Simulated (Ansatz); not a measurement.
Consider GaSb in the zinc blende structure (space group F-43m, No. 216; a = 6.1324 Å). Axes: x, y, z lie along the cube axes.

Computed with r2SCAN in Ansatz (plane waves to 500 eV, PAW, scalar-relativistic without spin-orbit coupling).

Strains are applied to the cell and any free atomic positions relax; under biaxial strain the out-of-plane vector relaxes too.

One change was made to it. Results:

```tsv
quantity	base	after
band gap	0.41 eV	zero
energy relative to the base (free energy F)	0 meV/atom	+9.6 meV/atom
volume per atom	28.83 Å³	29.64 Å³
```

Problem. Which of these changes matches the shifts?
A. biaxial strain +2.00 %, plane normal [001], relaxed out of plane
B. biaxial strain +2.50 %, plane normal [001], relaxed out of plane
C. biaxial strain +1.50 %, plane normal [001], relaxed out of plane

Solution. B, biaxial strain +2.50 %, plane normal [001], relaxed out of plane. For comparison, the band gap in the other runs: biaxial strain +1.50 %, plane normal [001], relaxed out of plane gives 0.17 eV; biaxial strain +2.00 %, plane normal [001], relaxed out of plane gives 0.10 eV.

With Sb present, leaving out spin-orbit coupling can change the band edges. Stability against distortions was not tested. The final runs are not spin-polarised. Gaps under 0.05 eV, about the width of the smearing, are given as zero. The zero or small gap of GaSb under biaxial strain +2.50 %, plane normal [001], relaxed out of plane, GaSb under biaxial strain +1.50 %, plane normal [001], relaxed out of plane and GaSb under biaxial strain +2.00 %, plane normal [001], relaxed out of plane can change with the level of theory.

Ansatz is an electronic-structure program.
